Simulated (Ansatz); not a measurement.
## A computed series for Rh: response to strain

Consider Rh in the fcc (Cu type) structure (space group Fm-3m, No. 225; relaxed with 0.1 eV smearing).

```yaml
crystal:
  lattice:
    - [0.00000, 1.87756, 1.87756]
    - [1.87756, 0.00000, 1.87756]
    - [1.87756, 1.87756, 0.00000]
  atoms:
    - { symbol: Rh, position: [0.00000, 0.00000, 0.00000] }
```

Cartesian axes are those of the cell as printed.

Strains are applied to the cell and any free atomic positions relax.

Level of theory: LDA (Ansatz, an electronic-structure program, PAW, no spin-orbit coupling).

Notes on the quantities. energy relative to the base: free energy F.

```csv
uniaxial strain ε_zz (%),energy relative to the base (meV/atom)
0,0.0
0.5,0.5
1,2.0
1.5,?
2,7.9
2.5,12.2
3,17.3
```

Task: Fit ΔE = Aε² + Bε³ (ε in %) to the rows shown and predict the withheld row.

Result: Least squares on the printed values gives A = 2.08 and B = -0.051 meV/atom (largest residual 0.0 meV/atom); this predicts 4.5 meV/atom, and the run gives 4.5 meV/atom, in agreement.

Stability against distortions was not tested. All final runs are without spin polarisation. Rh lies near a magnetic instability that expansion can trigger; it was not tested.
